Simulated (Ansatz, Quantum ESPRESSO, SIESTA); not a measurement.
One structure in several programs: YBRh₃ (P1, 5 atoms in the cell)

Self-consistent single point, at a second geometry (atoms moved at random). First geometry:

```
YBRh3
1.0
    4.17882     0.00000     0.00000
    0.00000     4.17882     0.00000
    0.00000     0.00000     4.17882
Y B Rh
1 1 3
Direct
  0.00000   0.00000   0.00000
  0.50000   0.50000   0.50000
  0.00000   0.50000   0.50000
  0.50000   0.00000   0.50000
  0.50000   0.50000   0.00000
```

Second geometry:
```xyz
5
Lattice="4.1788 0.0000 0.0000 0.0000 4.1788 0.0000 0.0000 0.0000 4.1788" Properties=species:S:1:pos:R:3 pbc="T T T"
Y     -0.0800    -0.0108    -0.0215
B      2.0928     2.0369     2.0768
Rh    -0.0240     2.1554     2.1004
Rh     2.0235     0.0264     2.1277
Rh     2.2558     2.0603    -0.0151
```

Shared settings, as Ansatz (a quantum-chemistry and plane-wave program) writes them: kpoints.mp_grid.grid = 7 7 7; scf.occupations.method = gaussian; scf.occupations.width = 0.136 eV. Potentials and cutoffs stand in the table.

| code | model | ΔF from the first geometry (meV/atom) | pressure (GPa) | largest force (eV/Å) | cutoff |
|---|---|---|---|---|---|
| Quantum ESPRESSO | PBEsol, GBRV 1.5 ultrasoft (PBESOL) pseudopotentials | 48.7 | -3.34 | 1.604 | 40 Ry |
| Ansatz | PBEsol, PAW files made with PBE | 48.1 | -2.35 | 1.591 | default |
| SIESTA | GGA PBEsol, numerical atomic orbitals DZP, PseudoDojo PBEsol standard norm-conserving potentials (rewritten from UPF to PSML) | 50.8 | -3.42 | 1.657 | grid 400 Ry |

Size of the force on each atom (eV/Å): Sizes of forces hide their directions.

```json
[
 {"code": "Quantum ESPRESSO", "Y1": "0.959", "B2": "0.844", "Rh3": "0.782", "Rh4": "1.023", "Rh5": "1.604"},
 {"code": "Ansatz", "Y1": "0.950", "B2": "0.827", "Rh3": "0.770", "Rh4": "1.007", "Rh5": "1.591"},
 {"code": "SIESTA", "Y1": "1.046", "B2": "0.941", "Rh3": "0.817", "Rh4": "1.090", "Rh5": "1.657"}
]
```

On Ansatz's run: spin polarisation is off.

The spread over the programs that give each value: ΔF from the first geometry within 2.7 meV/atom; pressure within 1.07 GPa; largest force within 0.066 eV/Å.

SIESTA uses small atom-centred bases, whose incompleteness enters pressures, forces and empty levels differently from a plane-wave cutoff. Ansatz's pressure is given at a fixed set of plane waves, as the other plane-wave codes print theirs; with its correction for the finite basis it is -2.27 GPa. In the force vectors, SIESTA (by 0.106) lies more than 0.08 eV/Å from the median of the plane-wave programs.

The starting cell comes from a database of computed structures (which also holds hypothetical and non-ambient phases and stackings), without a prior relaxation at this level. For this run, on top of that: atoms moved at random.

Keys are those of Ansatz 0.2.
